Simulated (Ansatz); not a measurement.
Results of r²SCAN in Ansatz (PAW) for ScCo (Pm-3m, No. 221, 2 atoms in the cell; start mp-2212).

Settings: plane-wave cutoff 560 eV, 18×18×18 k mesh, Fermi–Dirac smearing 0.05 eV, spin-polarised start, scalar-relativistic PAW data made under PBE.

Cell (relaxed at this level):

```cif
data_CoSc
_chemical_formula_sum 'Sc1 Co1'
_space_group_name_H-M_alt 'Pm-3m'
_space_group_IT_number 221
_space_group_name_Hall '-P 4 2 3'
_cell_length_a 3.13830
_cell_length_b 3.13830
_cell_length_c 3.13830
_cell_angle_alpha 90.000
_cell_angle_beta 90.000
_cell_angle_gamma 90.000
loop_
_atom_site_label
_atom_site_type_symbol
_atom_site_symmetry_multiplicity
_atom_site_Wyckoff_symbol
_atom_site_fract_x
_atom_site_fract_y
_atom_site_fract_z
_atom_site_occupancy
Sc1 Sc 1 b 0.50000 0.50000 0.50000 1
Co1 Co 1 a 0.00000 0.00000 0.00000 1
```

What does this level give for the bulk modulus?


* **bulk modulus**: 98.8 GPa

The run finds no gap.

Note: the magnetic order was assumed, not searched for or taken from measurement; the bulk modulus is −V dP/dV from two relaxed cells at ±2 % in volume; the relaxation could not lower the start's symmetry, so the cell can be a saddle point above a distorted one.

Cost on a shared machine: around 4 core-minutes (rough).

A start named mp-… is a Materials Project structure, which need not be a measured phase.

Ansatz is a program for electronic structure.
